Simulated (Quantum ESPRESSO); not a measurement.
Worked example: self-consistent single point of LaGe2Pd2 (I4mm, 5 atoms in the cell) in Quantum ESPRESSO.

Method: LDA (PZ), GBRV 1.5 ultrasoft (LDA) pseudopotentials (plane waves; Quantum ESPRESSO).

The change in words: lattice scaled by 0.98; degauss: 0.0073499 Ry → 0.0036749 Ry. Reference geometry:
```
La(GePd)2
1.0
   -2.18820     2.18820     5.03688
    2.18820    -2.18820     5.03688
    2.18820     2.18820    -5.03688
La Ge Pd
1 2 2
Direct
  0.00496   0.00496   0.00000
  0.62413   0.62413   0.00000
  0.37587   0.37587   0.00000
  0.25000   0.75000   0.50000
  0.75000   0.25000   0.50000
```

Reference input (self-consistent single point, DFT, LDA (PZ), plane waves, GBRV 1.5 ultrasoft (LDA) pseudopotentials): ecutwfc = 50 Ry; ecutrho = 400 Ry; occupations = smearing; smearing = fd; degauss = 0.0073499 Ry; potentials = {La: la_lda_v1.uspp.F.UPF, Ge: ge_lda_v1.4.uspp.F.UPF, Pd: pd_lda_v1.4.uspp.F.UPF}; K_POINTS = automatic 5 5 5 0 0 0; conv_thr = 1e-10 Ry. This run's input differs from it in these lines:

```diff
@@ -16,3 +16,3 @@
    smearing = 'fd',
-   degauss = 0.0073499,
+   degauss = 0.0036749,
 /
@@ -34,5 +34,5 @@
 CELL_PARAMETERS angstrom
-  -2.1881960000     2.1881960000     5.0368840000
-   2.1881960000    -2.1881960000     5.0368840000
-   2.1881960000     2.1881960000    -5.0368840000
+  -2.1444320000     2.1444320000     4.9361460000
+   2.1444320000    -2.1444320000     4.9361460000
+   2.1444320000     2.1444320000    -4.9361460000
```

The program printed (abridged):

```
     Self-consistent Calculation

     iteration #  1     ecut=    50.00 Ry     beta= 0.70

     negative rho (up, down):  1.436E-01 0.000E+00

     total energy              =    -919.50912054 Ry
     estimated scf accuracy    <       9.06249418 Ry

     iteration #  2     ecut=    50.00 Ry     beta= 0.70

     negative rho (up, down):  1.502E-01 0.000E+00

     total energy              =    -924.15284820 Ry
     estimated scf accuracy    <      27.07740804 Ry

     iteration #  3     ecut=    50.00 Ry     beta= 0.70

     negative rho (up, down):  1.535E-01 0.000E+00

     total energy              =    -926.30967021 Ry
     estimated scf accuracy    <       2.62226245 Ry

   [... 10 blocks of this kind left out ...]

     iteration # 14     ecut=    50.00 Ry     beta= 0.70

     negative rho (up, down):  2.163E-01 0.000E+00

     total energy              =    -926.30945137 Ry
     estimated scf accuracy    <          2.0E-09 Ry

     iteration # 15     ecut=    50.00 Ry     beta= 0.70

     negative rho (up, down):  2.163E-01 0.000E+00
     End of self-consistent calculation

     the Fermi energy is    15.2259 ev

!    total energy              =    -926.30945137 Ry
     estimated scf accuracy    <          8.7E-11 Ry
     smearing contrib. (-TS)   =      -0.00160732 Ry
     internal energy E=F+TS    =    -926.30784405 Ry

     convergence has been achieved in  15 iterations

     negative rho (up, down):  2.163E-01 0.000E+00

     Forces acting on atoms (cartesian axes, Ry/au):

     atom    1 type  1   force =     0.00000000    0.00000000   -0.01232309
     atom    2 type  2   force =    -0.00000000   -0.00000000   -0.00259499
     atom    3 type  2   force =     0.00000000   -0.00000000    0.00663999
     atom    4 type  3   force =     0.00000000    0.00000000    0.00413904
     atom    5 type  3   force =     0.00000000    0.00000000    0.00413904

     Total force =     0.015393     Total SCF correction =     0.000022

     negative rho (up, down):  2.163E-01 0.000E+00
          total   stress  (Ry/bohr**3)                   (kbar)     P=       26.14
   0.00016482  -0.00000000   0.00000000           24.25       -0.00        0.00
  -0.00000000   0.00016482   0.00000000           -0.00       24.25        0.00
  -0.00000000  -0.00000000   0.00020337           -0.00       -0.00       29.92

   JOB DONE.
```

The run converged in 15 iterations. Against the reference run the free energy falls by 3.1 meV/atom, the pressure goes from -5.08 to 2.61 GPa and the largest force goes from 0.236 to 0.317 eV/Å. The full log also holds: “c_bands:  1 eigenvalues not converged”.

The starting cell comes from a database of computed structures (which also holds hypothetical and non-ambient phases and stackings), without a prior relaxation at this level. Its lattice was rescaled by up to half a per cent. One atom was moved a little off its site on purpose. For this run, on top of that: lattice scaled by 0.98. Spin polarisation is off.

Cost on one core of a shared machine: roughly 2 min.
